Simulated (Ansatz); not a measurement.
An Ansatz (a quantum-chemistry and plane-wave program) input (r2SCAN+rVV10 in Ansatz (plane waves to 500 eV, PAW, no spin-orbit coupling), earlier PAW set):

Ansatz 0.2 input:
```yaml
crystal:
  lattice:
    - [1.8269391068, -5.5619842389, 0]
    - [1.8269391068, 5.5619842389, 0]
    - [0, 0, 4.6271693404]
  atoms:
    - { symbol: As, position: [0.3927497044, 0.6072502956, 0.5698996543] }
    - { symbol: As, position: [0.6072502956, 0.3927497044, 0.4301003457] }
    - { symbol: As, position: [0.8927497044, 0.1072502956, 0.9301003457] }
    - { symbol: As, position: [0.1072502956, 0.8927497044, 0.0698996543] }
basis: { ecutwfc: 500, ecutrho_ratio: 4, xc_grid: 4, fft_grid_basis: typed }
kpoints: { mp_grid: { grid: [10, 10, 7] } }
hamiltonian:
  xc: r2scan
  dispersion: rvv10
  pseudopotentials: { azcp: { folder: ./paw }, kind: paw }
scf: { occupations: { method: fermi_dirac, width: 0.05 }, convergence: { dr2_threshold: 0.0000000004 } }
output: { forces: true, stress: true }
checkpoint: { write: state.ck, write_every: 1000 }
```

Q: Which symmetry and how many k-points will the program report, and about how many plane waves at Γ?

A: Space group Cmce (ITA 64) with 8 operations, k-points 124 of 700, and 2407 plane waves at Γ.

Stability against distortions was not tested. The cell was made from P by this change: P → As; the result is a model cell. This is not the structure that As has at room temperature and ambient pressure.
